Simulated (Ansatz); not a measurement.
```
Te
1.0
    4.40115     0.00000     0.00000
   -2.20058     4.00411     0.00000
    0.00000     0.00000     5.90437
Te
3
Cartesian
  1.18325   0.00000   1.96812
 -0.59162   1.02217   3.94346
  1.60895   2.98194  -0.00721
```

No spin polarisation.

Level of theory: Ansatz (a first-principles code), r2SCAN, PAW, cutoff 500 eV, without spin-orbit coupling, earlier PAW set. Settings: 8×8×6 k-points, 0.05 eV Fermi–Dirac smearing.

### Question
Predict the band gap, pressure and smallest direct gap.

### Answer
The band gap is 0.47 eV and the pressure (mean of the normal stresses, compression positive) comes out as 0.92 GPa. The smallest direct gap is 0.49 eV.

Spin-orbit coupling, missing from the scalar runs, can matter with Te. The cells carry an imposed strain or load. Whether these cells are dynamically stable was not tested. The cell was made from Te (space group P3_121, No. 152; made of chains) by this change: uniaxial strain ε_xx = −4.81 %. No dispersion term is included, though the crystal is made of layers, chains or molecules, so its spacings can come out too wide.
